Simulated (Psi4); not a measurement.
Psi4 1.11, PBE/def2-svp: Sb(Me)3 ([CH3][Sb]([CH3])[CH3]), 13 atoms. The geometry is a generated start, not checked to be a minimum at this level.

```
Item                                                 Result
--------------------------  -------------------------------
task                                                 energy
method                                                  pbe
basis                                              def2-svp
memory                                                 3 GB
maxiter                                                 100
keys of the molecule block                      symmetry c1
scf_type                                       df (default)
guess                        auto, which took SAD (default)
scf_initial_accelerator                     adiis (default)
e_convergence                               1e-06 (default)
d_convergence                               1e-06 (default)
dft_radial_points                              75 (default)
dft_spherical_points                          302 (default)
effective core potentials   those of the basis set, past Kr
basis functions                                         113
grid points                                          278202
```

```xyz
13

Sb     0.0070    -0.0016     1.2248
C      0.2155    -1.8257     0.0550
H      0.2500    -2.6923     0.7044
H      1.1337    -1.7801    -0.5193
H     -0.6272    -1.9257    -0.6193
C      1.4541     1.0828     0.0252
H      2.4366     0.6406     0.1491
H      1.4942     2.1194     0.3400
H      1.1673     1.0353    -1.0212
C     -1.6700     0.7408     0.0617
H     -2.6046     0.3985     0.4971
H     -1.5965     0.3798    -0.9600
H     -1.6600     1.8283     0.0625
```

One run each on 2 threads. Values of diis_max_vecs tried: 3, 6, 10 (default), 20.

**Question.** Which value of diis_max_vecs needs the fewest SCF iterations, and what happens away from it?

**Answer.** Fewest SCF iterations, within one of each other: 6 with 9, 10 (default) with 9, 20 with 9. The count rises to 16 at 3. All converge to one solution.

| diis_max_vecs | SCF iterations | end |
|---|---|---|
| 3 | 16 | same solution |
| 6 | 9 | same solution |
| 10 (default) | 9 | same solution |
| 20 | 9 | same solution |
